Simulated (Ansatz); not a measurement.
**TiO2, response to strain**

Consider TiO2 in the anatase structure (space group I4_1/amd, No. 141; a = 3.770 Å, c = 9.555 Å). Axes: x, y, z lie along a, b, c of the conventional cell.

Strains are applied to the cell and any free atomic positions relax; under biaxial strain the out-of-plane vector relaxes too.

All numbers come from PBEsol/PAW in Ansatz (a quantum-chemistry and plane-wave program), no spin-orbit coupling, earlier PAW set.

Candidates:
(a) biaxial strain +0.75 %, plane normal [001], relaxed out of plane
(b) isotropic strain −5.69 %
(c) biaxial strain −4.24 %, plane normal [001], relaxed out of plane
(d) biaxial strain −3.66 %, plane normal [001], relaxed out of plane
(e) uniaxial strain ε_zz = +5.33 %

Base values:

| Property | Result |
|---|---|
| Smallest direct gap | 2.44 eV |

Task: Order them by smallest direct gap, highest first.

Result: (c) biaxial strain −4.24 %, plane normal [001], relaxed out of plane (2.84 eV), (d) biaxial strain −3.66 %, plane normal [001], relaxed out of plane (2.78 eV), (b) isotropic strain −5.69 % (2.71 eV), (e) uniaxial strain ε_zz = +5.33 % (2.44 eV), (a) biaxial strain +0.75 %, plane normal [001], relaxed out of plane (2.40 eV)

Stability against distortions was not tested. The final runs are not spin-polarised.
